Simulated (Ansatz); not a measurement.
SnO₂ (P4_2/mnm) under uniaxial stress along c (compression positive): electron conductivity mass by PBE, rigid bands (plane waves, PAW, scalar-relativistic; Ansatz, a first-principles code). The unloaded cell, whose axes the loads refer to:

```cif
data_O4Sn2
_chemical_formula_sum 'Sn2 O4'
_space_group_name_H-M_alt 'P42/mnm'
_space_group_IT_number 136
_space_group_name_Hall '-P 4n 2n'
_cell_length_a 4.76912
_cell_length_b 4.76912
_cell_length_c 3.21204
_cell_angle_alpha 90.000
_cell_angle_beta 90.000
_cell_angle_gamma 90.000
loop_
_atom_site_label
_atom_site_type_symbol
_atom_site_symmetry_multiplicity
_atom_site_Wyckoff_symbol
_atom_site_fract_x
_atom_site_fract_y
_atom_site_fract_z
_atom_site_occupancy
Sn1 Sn 2 a 0.00000 0.00000 0.00000 1
O1 O 4 f 0.30627 0.30627 0.00000 1
```

| uniaxial stress along c (compression positive) (GPa) | volume per atom (Å³) | electron conductivity mass (mₑ) |
|---|---|---|
| -8 | 12.27 | 0.175 |
| -4 | 12.22 | 0.186 |
| -2 | 12.20 | 0.191 |
| 0 | 12.18 | 0.196 |
| 2 | 12.15 | 0.201 |
| 4 | 12.13 | 0.206 |
| 8 | 12.09 | ? |

### Question
Fit a straight line to ln(electron conductivity mass) against the load over the rows given, and predict the row at 8 GPa.

### Answer
The means are x̄ = -1.333 GPa and ȳ = -1.6491; Σ(x − x̄)(y − ȳ) = 1.262 and Σ(x − x̄)² = 93.33, so the slope is 1.35 % per GPa, and the rows given lie within 0.38 % of the line. At 8 GPa the line gives 0.218 mₑ; the calculation gives 0.215 mₑ, 1.4 % from it.

Masses are for dilute carriers at 300 K, harmonic means over directions unless an axis is named. Spin-orbit coupling is left out. Stresses and pressures are the targets of the relaxation. The structure type is held at every load. Geometry: cell and atoms relaxed with PBEsol.
